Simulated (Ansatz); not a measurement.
Here is the system:

```
CELL_PARAMETERS angstrom
      0.00000     2.20493     2.20493
      2.20493     0.00000     2.20493
      2.20493     2.20493     0.00000
ATOMIC_POSITIONS crystal
  O  0.00000 0.00000 0.00000
  Mg 0.50000 0.50000 0.50000
```

A single point on MgO with a change (isotropic strain +3.67 %), its geometry relaxed with PBE.

All numbers come from DFT with HSE06, PAW potentials and a 420 eV plane-wave cutoff in Ansatz (a quantum-chemistry and plane-wave program), noncollinear with spin-orbit coupling. Γ-centred 8×8×8 mesh, Fermi–Dirac width 0.01 eV.

### Question
Predict the valence-band top at Γ and band gap.

### Answer
Valence-band top at Γ (three highest Kramers pairs, from the VBM): 0.00, 0.00, -0.04 eV
Band gap: 5.11 eV

Single points use the geometry relaxed with PBE. No phonon test of stability was made. The cell was made from MgO in the rock salt structure (space group Fm-3m, No. 225) by this change: isotropic strain +3.67 %.
